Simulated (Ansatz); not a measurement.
Short convergence ladders for BaPb (Cm, 4 atoms in the cell)

```
CELL_PARAMETERS angstrom
      2.70207    -6.41329     0.00000
      2.70207     6.41329     0.00000
      0.00000     0.00000     4.90936
ATOMIC_POSITIONS crystal
  Ba 0.86697 0.13303 0.76018
  Ba 0.13303 0.86697 0.25000
  Pb 0.57703 0.42297 0.75000
  Pb 0.42297 0.57703 0.25000
```

Base method: PBEsol, default PAW files made with PBE (plane waves; Ansatz, a first-principles code).

Base settings: basis.ecutwfc = 30.9 Ry; kpoints.mp_grid.grid = 5 5 5; hamiltonian.xc = pbesol; hamiltonian.pseudopotentials = {kind: paw} (the program's default PAW files); scf.occupations.method = fermi_dirac; scf.occupations.width = 0.0073 Ry.

The count of work is k-points × plane waves × bands × iterations; it is no time. Core times come from one kind of shared machine, to one figure; runs under 30 s give none.

**The k-point mesh**

The second cell is the first with its lattice scaled by 0.98.

Only quantities that move along the ladder and can be compared are tabulated.

```csv
kpoints.mp_grid.grid,free energy less the last step's (meV/atom),energy of the compressed cell less the first (meV/atom),pressure (GPa),largest difference of a force vector from the last step's (eV/Å),count of work / last
1 1 1,976.97,10.85,-0.03,3.182,0.0063
2 2 2,2.28,-14.71,-1.66,0.592,0.033
3 3 3,1.31,-10.98,-1.44,0.070,0.056
5 5 5,-1.43,-11.54,-1.49,0.063,0.19
6 6 6,-1.84,-12.05,-1.52,0.033,0.33
9 9 9,0.00,-12.39,-1.54,0.000,1.0
```

Coarsest kpoints.mp_grid.grid that holds the free energy within 5 meV/atom of the last step, with all finer ones: 2 2 2, at 0.033 of the last step's count of work; the step before is off by 980 meV/atom.

Coarsest kpoints.mp_grid.grid that holds the forces within 0.02 eV/Å: not settled: the last two steps still differ by 0.033 eV/Å, over half the tolerance, so the ladder does not show it.

Coarsest kpoints.mp_grid.grid that holds the pressure within 1 GPa of the last step, with all finer ones: 2 2 2, at 0.033 of the last step's count of work; the step before is off by 1.5 GPa.

**The k-point mesh at a smearing width of 0.02 eV**

In this ladder: scf.occupations.width = 0.0015 Ry.

Only quantities that move along the ladder and can be compared are tabulated.

```tsv
kpoints.mp_grid.grid	free energy less the last step's (meV/atom)	pressure (GPa)	largest difference of a force vector from the last step's (eV/Å)	count of work / last	core time / last (rough)
3 3 3	-0.16	-1.49	0.021	0.015	–
4 4 4	1.63	-1.46	0.134	0.040	–
5 5 5	-2.63	-1.50	0.068	0.066	–
7 7 8	-0.96	-1.57	0.016	0.19	0.2
11 11 11	0.63	-1.56	0.012	0.62	0.6
13 13 13	0.00	-1.53	0.000	1.0	1
```

Coarsest kpoints.mp_grid.grid that holds the forces within 0.01 eV/Å: not settled: the last two steps still differ by 0.012 eV/Å, over half the tolerance, so the ladder does not show it.

Coarsest kpoints.mp_grid.grid that holds the free energy within 2 meV/atom of the last step, with all finer ones: 7 7 8, at 0.19 of the last step's count of work and about 0.2 of the last step's time; the step before is off by 2.6 meV/atom.

**The k-point mesh at a smearing width of 0.3 eV**

In this ladder: scf.occupations.width = 0.022 Ry.

Only quantities that move along the ladder and can be compared are tabulated.

| kpoints.mp_grid.grid | free energy less the last step's (meV/atom) | pressure (GPa) | largest difference of a force vector from the last step's (eV/Å) | count of work / last | core time / last (rough) |
|---|---|---|---|---|---|
| 3 3 3 | 0.69 | -1.20 | 0.081 | 0.017 | – |
| 4 4 4 | 1.00 | -1.24 | 0.056 | 0.040 | – |
| 5 5 5 | -0.63 | -1.28 | 0.031 | 0.066 | – |
| 7 7 8 | -0.12 | -1.29 | 0.001 | 0.19 | 0.2 |
| 11 11 11 | 0.00 | -1.29 | 0.000 | 0.62 | 0.6 |
| 13 13 13 | 0.00 | -1.29 | 0.000 | 1.0 | 1 |

Coarsest kpoints.mp_grid.grid that holds the free energy within 0.5 meV/atom of the last step, with all finer ones: 7 7 8, at 0.19 of the last step's count of work and about 0.2 of the last step's time; the step before is off by 0.63 meV/atom.

Coarsest kpoints.mp_grid.grid that holds the forces within 0.01 eV/Å of the last step, with all finer ones: 7 7 8, at 0.19 of the last step's count of work and about 0.2 of the last step's time; the step before is off by 0.031 eV/Å.

On the base run: the starting cell comes from a database of computed structures (which also holds hypothetical and non-ambient phases and stackings), without a prior relaxation at this level. Its lattice was rescaled by up to half a per cent. One atom was moved a little off its site on purpose. Ansatz's pressure includes its estimate of the finite-basis (Pulay) stress.

Keys are those of Ansatz 0.2.
